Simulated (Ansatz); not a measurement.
MgSe: pressure series

The reference is MgSe in the rock salt structure (space group Fm-3m, No. 225; a = 5.450 Å).

Cell and atoms are relaxed at each pressure.

All numbers come from PBEsol in Ansatz (plane waves to 420 eV, PAW, without spin-orbit coupling).

Notes on the quantities. hole mass: degenerate bands, along [100].

| change | electron mass | band gap | hole mass | volume per atom |
|---|---|---|---|---|
| base | 0.49 mₑ along k, 0.23 mₑ across (at X) | 1.78 eV | 0.16, 0.77, 0.77 mₑ (at Γ) | 20.23 Å³ |
| pressure −2 GPa | 0.48 mₑ along k, 0.23 mₑ across (at X) | 1.72 eV | 0.15, 0.81, 0.81 mₑ (at Γ) | 20.91 Å³ |
| pressure −1 GPa | 0.48 mₑ along k, 0.23 mₑ across (at X) | 1.75 eV | 0.16, 0.79, 0.79 mₑ (at Γ) | 20.56 Å³ |
| pressure 1.8 GPa | 0.49 mₑ along k, 0.23 mₑ across (at X) | 1.82 eV | 0.17, 0.75, 0.75 mₑ (at Γ) | 19.70 Å³ |
| pressure 4.2 GPa | 0.50 mₑ along k, 0.24 mₑ across (at X) | 1.87 eV | 0.17, 0.73, 0.73 mₑ (at Γ) | 19.10 Å³ |
| pressure 9 GPa | 0.50 mₑ along k, 0.24 mₑ across (at X) | 1.95 eV | 0.18, 0.68, 0.68 mₑ (at Γ) | 18.11 Å³ |
| pressure 18 GPa | 0.52 mₑ along k, 0.24 mₑ across (at X) | 2.06 eV | 0.20, 0.62, 0.62 mₑ (at Γ) | 16.75 Å³ |
| pressure 30 GPa | 0.54 mₑ along k, 0.24 mₑ across (at X) | 2.18 eV | 0.21, 0.56, 0.56 mₑ (at Γ) | 15.48 Å³ |
| pressure 45 GPa | 0.57 mₑ along k, 0.24 mₑ across (at X) | 2.29 eV | 0.22, 0.51, 0.51 mₑ (at Γ) | 14.35 Å³ |
| pressure 60 GPa | 1.1 mₑ along k, 0.18 mₑ across (at X) | 2.15 eV | 0.23, 0.47, 0.47 mₑ (at Γ) | 13.50 Å³ |

Load acts through the strain it causes; cell and atoms are relaxed under it. Masses are band curvatures over ±0.01 Å⁻¹ around the edge. Along k means along the line from Γ to the band edge. Stability against distortions was not tested. No other phases were tried under pressure.

Ansatz is a quantum-chemistry and plane-wave program.
